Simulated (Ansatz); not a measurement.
Data:

```yaml
crystal:
  lattice:
    - [0.00000, 2.51511, 2.51511]
    - [2.51511, 0.00000, 2.51511]
    - [2.51511, 2.51511, 0.00000]
  atoms:
    - { symbol: Pb, position: [0.00000, 0.00000, 0.00000] }
```

These are PBE, DFPT electron-phonon coupling, linearised Boltzmann equation (plane waves, PAW, scalar-relativistic; Ansatz, an electronic-structure program) values and carry that method's errors. Condition of this run: functional PBE. Cell: relaxed with this functional, without spin-orbit coupling.

Question: Predict λ, the logarithmic mean phonon energy and the superconducting Tc for μ* = 0.10 referred to 5.7 meV.

Answer: λ = 1.15, ħω_log = 5.2 meV, Tc 5.6 K from the anisotropic Eliashberg equations. μ* is a chosen number, and Tc is 6.1 K at 0.08 and 4.1 K at 0.16.

A metal at this level (no band gap). The phonons are harmonic. Spin-orbit coupling is left out, which matters with elements this heavy. The self-energy correction of the phonons between q points moved λ by about 3 %. The run warned that the eigensolver left some states short of its tolerance. Halving the electron mesh (28x28x28) moves the coupling by up to 1 %, Tc by up to 1 %. Smearing 0.20 eV; phonons on a 5x5x5 q mesh, which this run doesn't test.
